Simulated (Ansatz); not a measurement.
```
CELL_PARAMETERS angstrom
      3.06513     0.00000     0.00000
     -1.53257     2.65448     0.00000
      0.00000     0.00000    30.75200
ATOMIC_POSITIONS crystal
  O  0.33333 0.66667 0.30121
  Ga 0.66667 0.33333 0.32384
  O  0.66667 0.33333 0.38225
  Ga 0.00000 0.00000 0.42455
  O  0.33333 0.66667 0.44809
  O  0.33333 0.66667 0.69881
  Ga 0.66667 0.33333 0.67617
  O  0.66667 0.33333 0.61776
  Ga 0.00000 0.00000 0.57547
  O  0.33333 0.66667 0.55193
```

Methods: PBE+D3(BJ) (plane waves to 420 eV, PAW; Ansatz, a first-principles code); PBE+D3(BJ) with spin-orbit coupling (plane waves to 420 eV, PAW; Ansatz). Geometries and values that name no level are of the first. Values not marked SOC have no spin–orbit coupling; PBE gaps are too small against experiment. Its k-point mesh 12×12×1, Fermi–Dirac width 0.01 eV. A dipole correction is on.

Problem. Name the layers and their stacking, and give its binding and gap.

Solution. 2 layers of Ga2O3-ML, started at parallel, no shift, upper layer flipped (facing O atop O, which symmetry holds and which is mostly a maximum against sliding; Ga2O3-ML a predicted or substrate-bound sheet, here free).
- step of the vacuum level across the stack (top less bottom) = 0.00 eV
- interaction energy of the frozen layers = -14.5 meV/Å²
- interaction energy without the D3 term at this geometry = +3.0 meV/Å²
- PBE gap over the mesh and listed points off it = 1.20 eV, indirect (lowest direct gap 1.80 eV)
- valence and conduction edges under the vacuum level of the lower face = 5.81 and 4.61 eV
- PBE+SOC gap at the same geometry = 1.20 eV
